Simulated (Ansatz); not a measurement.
Consider SrTiO$_{3}$ in the cubic perovskite structure (space group Pm-3m, No. 221).

```yaml
crystal:
  lattice:
    - [3.93649, 0.00000, 0.00000]
    - [0.00000, 3.93649, 0.00000]
    - [0.00000, 0.00000, 3.93649]
  atoms:
    - { symbol: Sr, position: [0.00000, 0.00000, 0.00000] }
    - { symbol: Ti, position: [0.50000, 0.50000, 0.50000] }
    - { symbol: O, position: [0.00000, 0.50000, 0.50000] }
    - { symbol: O, position: [0.50000, 0.50000, 0.00000] }
    - { symbol: O, position: [0.50000, 0.00000, 0.50000] }
```

Computed with plane-wave PAW DFT at the PBE level (Ansatz, a quantum-chemistry and plane-wave program, 420 eV), spin-orbit coupling left out, earlier PAW set.

One thing is altered: every Ti is replaced by V; the structure is relaxed again.

Measured lattice parameter a: SrTiO3 3.89 Å (0 K or low temperature; corrected from measurement; as listed in D. I. Bilc et al., Physical Review B (2008)); SrVO3 3.842 Å (temperature not stated; as listed in Samuel D. Marks et al., Physical Review Materials (2021)).

Question: How well does PBE reproduce the measured shift?

Answer: With PBE the lattice parameter a moves by -0.078 Å (3.936 → 3.858) against -0.048 Å measured. The two measured values stand on different bases (one corrected, one not), which blurs small differences.

Whether these cells are dynamically stable was not tested. Starting moments died away, wholly or in part, for Ti → V; another magnetic solution may exist. No Hubbard U is applied, and correlation can decide whether such a compound is a metal. The final runs are not spin-polarised. An odd electron count without spin: SrVO3. Many cubic perovskites are stable only at high temperature; tilts and polar distortions were not tested.
